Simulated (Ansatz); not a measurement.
Take InAgTe2 in the chalcopyrite structure (space group I-42d, No. 122; a = 6.4319 Å, c = 12.7658 Å) as the base. Axes: x, y, z lie along a, b, c of the conventional cell.

Method: DFT with PBEsol, PAW potentials and a 420 eV plane-wave cutoff in Ansatz (an electronic-structure program), no SOC.

Perturbation: uniaxial strain ε_zz = −2.25 %, all other strain components held at zero; the atoms relax in the strained cell.

Q: Predict the stress tensor and what it implies for the stiffness.

A: Stress of the strained cell less that of the base (GPa, compression positive):
```
   0.94    0.00    0.00
   0.00    0.94    0.00
   0.00    0.00    1.30
```

Then −Δσ_ii/ε with ε = -0.0225 gives secant stiffness values (nonlinear terms included at this strain): C33 ≈ 58 GPa, C13 ≈ 42 GPa and C23 ≈ 42 GPa.

Stability against distortions was not tested.
